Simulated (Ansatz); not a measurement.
**Input and output of a self-consistent single point for ScAl₃ (Pm-3m, 4 atoms in the cell) (Ansatz, an electronic-structure program)**

Method of the run: PBE (plane waves, PAW; Ansatz).

Input as run:

Ansatz 0.2 input:
```yaml
crystal:
  lattice:
    - [3.99787800, 0.00000000, 0.00000000]
    - [0.00000000, 3.99787800, 0.00000000]
    - [0.00000000, 0.00000000, 3.99787800]
  atoms:
    - { symbol: Sc, position: [0.00000000, 0.00000000, 0.00000000] }
    - { symbol: Al, position: [0.50000000, 0.00000000, 0.50000000] }
    - { symbol: Al, position: [0.00000000, 0.50000000, 0.50000000] }
    - { symbol: Al, position: [0.50000000, 0.50000000, 0.00000000] }
kpoints:
  mp_grid: { grid: [7, 7, 7] }
hamiltonian:
  xc: pbe
  pseudopotentials: { kind: paw }
scf:
  occupations: { method: fermi_dirac, width: 0.0073 Ry }
output:
  forces: true
  eigenvalues: true
  stress: true
```

Output (repeated stretches shortened):

```
WARN basis.ecutwfc = 420 eV, the default
WARN ansatz: RAYON_NUM_THREADS=1 ignored (pool sized by the plan → 1); use --threads N
Pseudopotentials: kind: paw
Pseudopotential: Sc, paw, valence charge 11
Pseudopotential: Al, paw, valence charge 3
Crystal: 4 atoms, lattice volume = 63.898 Å³
Basis set: ecut = 420 eV, 1237 PW (Γ), exchange–correlation on 54×54×54 points (8 copies of the dense FFT grid, shifted against one another)
Bands: 14, of which v1, the nominal top of the filled ones, is band 10 counted from 1 (9 counted from 0)
Symmetry: 48 space group operations
Space group: Pm-3m (ITA 221), of the structure as read, at distance tolerance 4.0e-5 Å
k-points: 20 of 343
Initial density: superposition of atomic densities (neutral atoms: chi_scale 0, normalization atom), corrected by the library's trained network
Initial wavefunctions: pseudopotential atomic-orbital guess
Eigensolver: davidson
Functional: x = pbe(κ = 0.804, μ = 0.2195149727645171), c = pbe(β = 0.06672455060314922)
SCF iter   1: F=—  HF=-3750.034288 eV  |F-HF|=—  |Δ(HF+E_count)|=         —  Δρ=2.55e-3  dr2=1.19e-2  ethr=1.77e-3  ⟨swp⟩=5.2  Hψ=1630  notcnv=0
all-band conjugate gradients solve this SCF's bands
preconditioner: auto → Kerker (q_TF=auto, 2.248 Å⁻¹)
SCF iter   2: F=—  HF=-3750.032014 eV  |F-HF|=—  |Δ(HF+E_count)|=   2.27e-3  Δρ=1.40e-3  dr2=2.94e-3  ethr=5.93e-5  ⟨swp⟩=1.0  Hψ=440  notcnv=0
SCF iter   3: F=—  HF=-3750.031234 eV  |F-HF|=—  |Δ(HF+E_count)|=   7.81e-4  Δρ=4.84e-4  dr2=3.60e-4  ethr=1.47e-5  ⟨swp⟩=2.4  Hψ=402  notcnv=0
SCF iter   4: F=—  HF=-3750.031137 eV  |F-HF|=—  |Δ(HF+E_count)|=   9.67e-5  Δρ=8.97e-5  dr2=5.14e-6  ethr=1.80e-6  ⟨swp⟩=2.0  Hψ=392  notcnv=0
SCF iter   5: F=—  HF=-3750.031239 eV  |F-HF|=—  |Δ(HF+E_count)|=   1.02e-4  Δρ=1.36e-5  dr2=7.59e-8  ethr=5.00e-10  ⟨swp⟩=3.8  Hψ=1248  notcnv=0
SCF iter   6: F=-3750.031239 eV  HF=-3750.031239 eV  |F-HF|=4.46e-10  |Δ(HF+E_count)|=   2.01e-8  Δρ=1.63e-6  dr2=1.07e-9  ethr=3.79e-10  ⟨swp⟩=2.0  Hψ=948  notcnv=0
SCF 1 converged in 6 iterations: F = -3750.031239 eV  dr2 = 1.07e-9
SCF converged after 6 iterations
Free energy (F): -3750.031239 eV
Harris-Foulkes:  -3750.031239 eV  (|F-HF|=4.46e-10)
Internal energy: -3749.992226 eV  (E = F + TS)
E sigma→0 (E₀):  -3750.011733 eV
Entropy (-TS):   -0.039012 eV (-9.753 meV/atom)
Fermi energy:    9.936076 eV
--- Per-component energies (eV) ---
  E_band       = -109.894526
  E_kinetic    = 337.968874
  E_local      = -980.178013  (includes V_loc(G=0)·N_el)
  E_nonlocal   = 115.943052
  E_hartree    = 383.134271
  E_xc         = -227.026504
  E_vxc        = -220.709224  (∫ρ·V_xc dr)
  E_paw        = -2359.229780  (= ΣΔE_a)
  E_vpaw       = -129.187470  (= ΣTr[D̂ρ^β])
  E_aug_tail   = 0.000005  (compensation charges beyond the density's cutoff)
  E_ewald      = -1020.604132
  E_smearing   = -0.039012  (= −TS)
  E_closure    = 0.000000  (closes the sum)
  Σ components = -3750.031239   (vs F -3750.031239, Δ=0.00e0)
--- Forces (eV/Å), atoms counted from 1 ---
  atom   1  Sc    -0.00000000     0.00000000     0.00000000
   [... zero for the other atoms too ...]
  max |Σ_I F_I| component: 2.14e-30 eV/Å
--- Stress (GPa, compression-positive) ---
        8.152736       0.000000      -0.000000
        0.000000       8.152736      -0.000000
        0.000000      -0.000000       8.152736
  P = ⅓ Tr σ = 8.1527 GPa (81.527 kbar)
  The stress holds the Pulay correction. Without it, at fixed plane waves, as pw.x and ABINIT print it: P = 8.0857 GPa
--- Band table (eV; the first three rows and the last of 20) ---
  k-point 0: bands = ["-38.7573", "-17.4865", "-17.4865", "-17.4865", "-0.3680", "7.2929", "7.2929", "8.1620", "8.1620", "8.1620", "11.2512", "11.3290", "11.3290", "11.3290"]
  k-point 1: bands = ["-38.7570", "-17.4949", "-17.4858", "-17.4858", "-0.1704", "6.0202", "7.4391", "8.1720", "8.1720", "8.9423", "11.2360", "11.2360", "11.3937", "12.0116"]
  k-point 2: bands = ["-38.7562", "-17.5136", "-17.4844", "-17.4844", "0.4080", "4.3204", "7.8386", "8.1853", "8.1853", "9.8978", "11.1128", "11.1128", "11.5498", "12.4509"]
  k-point 19: bands = ["-38.7523", "-17.5172", "-17.5168", "-17.5168", "4.0443", "5.1099", "5.1099", "5.9942", "7.1452", "7.1452", "7.2558", "11.5705", "12.7984", "12.7984"]
```

The run converged in 6 iterations.

The starting cell comes from a database of computed structures (which also holds hypothetical and non-ambient phases and stackings), without a prior relaxation at this level. Its lattice was rescaled by a random factor within 2.5 % of one. With a pressure of about 8 GPa the cell is away from its equilibrium volume at this level. Ansatz's pressure includes its estimate of the finite-basis (Pulay) stress.
